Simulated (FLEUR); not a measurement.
FLEUR run on Tc2N (P6_3/mmc, 6 atoms in the cell): self-consistent single point.

Computed with PBEsol, all-electron FLAPW (FLEUR), scalar-relativistic valence run with FLEUR.

```
Tc2N
1.0
    2.82470     0.00000     0.00000
   -1.41235     2.44626     0.00000
    0.00000     0.00000     9.68079
Tc N
4 2
Direct
  0.33333   0.66667   0.39245
  0.66667   0.33333   0.60755
  0.66667   0.33333   0.89245
  0.33333   0.66667   0.10755
  0.33333   0.66667   0.75000
  0.66667   0.33333   0.25000
```

Reference input (self-consistent single point, DFT, LDA (Perdew-Zunger), all-electron FLAPW (FLEUR), scalar-relativistic valence): Kmax = 4.5 1/bohr; GmaxXC = 15.8 1/bohr; xcFunctional = pz; jspins = 1; l_soc = F; mode = gauss; fermiSmearingEnergy = 0.00367493 Htr; mesh (inpgen div1-3) = 11 11 3; inpgen gamma flag = false; Gmax = 15.8 1/bohr; numbands = 0; maxIterBroyd = 40. This run's input differs from it in these lines:

```diff
@@ -18,3 +18,3 @@
 &comp jspins=1 /
-&exco xctyp='pz' /
+&exco xctyp='PBEs' /
 &kpt div1=11 div2=11 div3=3 /
@@ -31,3 +31,3 @@
       <coreElectrons ctail="T" frcor="F" kcrel="0" coretail_lmax="0"/>
-      <xcFunctional name="pz" relativisticCorrections="F"/>
+      <xcFunctional name="PBEs" relativisticCorrections="F"/>
       <magnetism jspins="1"/>
```

The program printed (abridged):

```
 Iteration:     1   Distance:      17.56052573 me/bohr^3
 Iteration:     2   Distance:      14.67404528 me/bohr^3
 Iteration:     3   Distance:       7.02944356 me/bohr^3
 Iteration:     4   Distance:       6.72262508 me/bohr^3
 Iteration:     5   Distance:       2.60487998 me/bohr^3
   [... 8 lines left out ...]
 Iteration:    14   Distance:       0.00049025 me/bohr^3
 Iteration:    15   Distance:       0.00005775 me/bohr^3
 Iteration:    16   Distance:       0.00001098 me/bohr^3
 Iteration:    17   Distance:       0.00000714 me/bohr^3
 Reset of history
 Run finished successfully
 Stop message:
   Structural relaxation: new displacements generated

[file out, last iteration]
             iter=     18
[...]
          total density-effective poten   -2.8120236638E+04
          total charge density-energy d   -5.1969169279E+02
 Updated energy parameters for spin:           1
[...]
 fermi energy and band-weighting factors:

[...]
FERMIE:
          first approx. to ef    (T=0)  :   0.646494 htr   (energy of the highest occ. eigenvalue)
          number of occ. states  (T=0)  :       1131
          first approx. to seigv (T=0)  : -17.472945 htr
          sum of weights of occ. states :  35.013774
          sum of semicore charge        :   0.000000 e
          fermi energy=   0.64775 har   work function= -17.62630 ev
          number of valence electrons=  70.00000
   [... lines left out ...]
          total moment                 =     0.00000
 Direct bandgap for spin            1 :    9.5788132662097958E-003  Htr
 ---->    free energy=                    -17246.9684664141 htr
   [... lines left out ...]
      extrapolation for T->0
 ---->    total electron energy=          -17246.9684664141 htr
 ***** TOTAL FORCES ON ATOMS *****
 TOTAL FORCE FOR ATOM TYPE=  1  X=  2.669   Y= -1.541   Z=  7.179
                       FX_TOT= 0.000000 FY_TOT= 0.000000 FZ_TOT=-0.005789
 TOTAL FORCE FOR ATOM TYPE=  2  X=  2.669   Y= -1.541   Z= -4.574
                       FX_TOT= 0.000000 FY_TOT= 0.000000 FZ_TOT= 0.000000
```

The run converged in 17 iterations. FLEUR gives forces in its relaxation mode, with a further iteration, so its stop message speaks of a relaxation. Against the reference run the largest force goes from 0.359 to 0.298 eV/Å.

The starting cell comes from a database of computed structures (which also holds hypothetical and non-ambient phases and stackings), without a prior relaxation at this level. Spin polarisation is off. Values depend on the basis (sphere radii, cutoffs, local orbitals), which need not be converged. The log's line on a gap gives a spacing of levels on this mesh, which the program prints for metals too.

Cost on one core of a shared machine: roughly 2 min.
